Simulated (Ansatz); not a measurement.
Formation energies of neutral defects against the elements (graphite for carbon, diatomic gases, S8), in bcc Mo (eV), each at one geometry relaxed with PBE and evaluated in Ansatz (a program for electronic structure) with PBE, r2SCAN. Set-up: 54-site cell; 4×4×4 shifted k-points; no spin–orbit coupling; finite-size errors of tenths of an eV; the relaxation kept the symmetry of the starting site.

| defect | PBE | r2SCAN |
|---|---|---|
| Cl on the Mo site | 3.07 | 3.32 |
| Ru on the Mo site | 0.47 | 0.52 |
| Hf on the Mo site | -0.21 | -0.32 |
| Si on the Mo site | -0.46 | -0.40 |
| Os on the Mo site | 0.36 | 0.38 |
| Re on the Mo site | 0.01 | -0.03 |
| Zr on the Mo site | 0.00 | -0.04 |

PBE less r2SCAN: over the 7 rows with both numbers (drawn at random from the settled rows of this host; unsettled states are left out), mean -0.03 eV, median -0.01 eV, mean size 0.08 eV, from -0.26 to 0.10 eV.
